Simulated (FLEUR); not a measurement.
FLEUR run on YHg2 (P6/mmm, 3 atoms in the cell): self-consistent single point.

Level of theory: LDA (Perdew-Zunger), all-electron FLAPW (FLEUR), scalar-relativistic valence.

```yaml
crystal:
  lattice:
    - [4.80153, 0.00000, 0.00000]
    - [-2.40077, 4.15825, 0.00000]
    - [0.00000, 0.00000, 3.43464]
  atoms:
    - { symbol: Y, position: [0.00000, 0.00000, 0.00000] }
    - { symbol: Hg, position: [0.33333, 0.66667, 0.50000] }
    - { symbol: Hg, position: [0.66667, 0.33333, 0.50000] }
```

Reference input (self-consistent single point, DFT, PBEsol, all-electron FLAPW (FLEUR), scalar-relativistic valence): Kmax = 4 1/bohr; GmaxXC = 20 1/bohr; xcFunctional = PBEs; jspins = 1; l_soc = F; mode = hist; fermiSmearingEnergy = 0.00499791 Htr; mesh (inpgen div1-3) = 9 9 11; inpgen gamma flag = false; Gmax = 20 1/bohr; numbands = 0; maxIterBroyd = 15. This run's input differs from it in these lines:

```diff
@@ -15,3 +15,3 @@
 &comp jspins=1 /
-&exco xctyp='PBEs' /
+&exco xctyp='pz' /
 &kpt div1=9 div2=9 div3=11 /
@@ -28,3 +28,3 @@
       <coreElectrons ctail="T" frcor="F" kcrel="0" coretail_lmax="0"/>
-      <xcFunctional name="PBEs" relativisticCorrections="F"/>
+      <xcFunctional name="pz" relativisticCorrections="F"/>
       <magnetism jspins="1"/>
```

The program printed (abridged):

```
 Iteration:     1   Distance:      11.78029063 me/bohr^3
 Iteration:     2   Distance:      10.60994923 me/bohr^3
 Iteration:     3   Distance:       5.54545072 me/bohr^3
 Iteration:     4   Distance:       2.44946065 me/bohr^3
 Iteration:     5   Distance:       1.40521198 me/bohr^3
   [... 8 lines left out ...]
 Iteration:    14   Distance:       0.00002386 me/bohr^3
 Iteration:    15   Distance:       0.00002141 me/bohr^3
 Iteration:    16   Distance:       0.00001937 me/bohr^3
 Iteration:    17   Distance:       0.00000615 me/bohr^3
 Run finished successfully
 Stop message:
   Structural relaxation: Done

[file out, last iteration]
             iter=     18
[...]
          total density-effective poten   -7.5022520091E+04
          total charge density-energy d   -8.3173327746E+02
 Updated energy parameters for spin:           1
[...]
 fermi energy and band-weighting factors:

[...]
FERMIE:
          first approx. to ef    (T=0)  :   0.387382 htr   (energy of the highest occ. eigenvalue)
          number of occ. states  (T=0)  :       1834
          first approx. to seigv (T=0)  : -40.094970 htr
          sum of weights of occ. states :  25.506173
          sum of semicore charge        :   0.000000 e
FERHIS:  Fermi-Energy by histogram:
          bandgap                     :   0.000295 htr
   [... lines left out ...]
          charge neutrality (T=0)     :   0.012346    (zero if the highest occ. eigenvalue is "entirely" occupied)
     EF_NEWTON:  Adjust Fermi-Energy by Newton-Method.
 Direct bandgap for spin            1 :    7.8475491835819922E-003  Htr
 ---->    free energy=                    -42684.1514375631 htr
   [... lines left out ...]
      extrapolation for T->0
 ---->    total electron energy=          -42684.1494688287 htr
 ***** TOTAL FORCES ON ATOMS *****
 TOTAL FORCE FOR ATOM TYPE=  1  X=  0.000   Y=  0.000   Z=  0.000
                       FX_TOT= 0.000000 FY_TOT= 0.000000 FZ_TOT= 0.000000
 TOTAL FORCE FOR ATOM TYPE=  2  X=  4.537   Y= -2.619   Z=  3.245
                       FX_TOT= 0.000000 FY_TOT= 0.000000 FZ_TOT= 0.000000
 Structural relaxation: Done
```

The run converged in 17 iterations. FLEUR gives forces in its relaxation mode, with a further iteration, so its stop message speaks of a relaxation. 

The starting cell comes from a database of computed structures (which also holds hypothetical and non-ambient phases and stackings), without a prior relaxation at this level. Its lattice was rescaled by a random factor within 2.5 % of one. Spin-orbit coupling is off. Values depend on the basis (sphere radii, cutoffs, local orbitals), which need not be converged. The log's line on a gap gives a spacing of levels on this mesh, which the program prints for metals too.

Cost on one core of a shared machine: roughly 4 min.
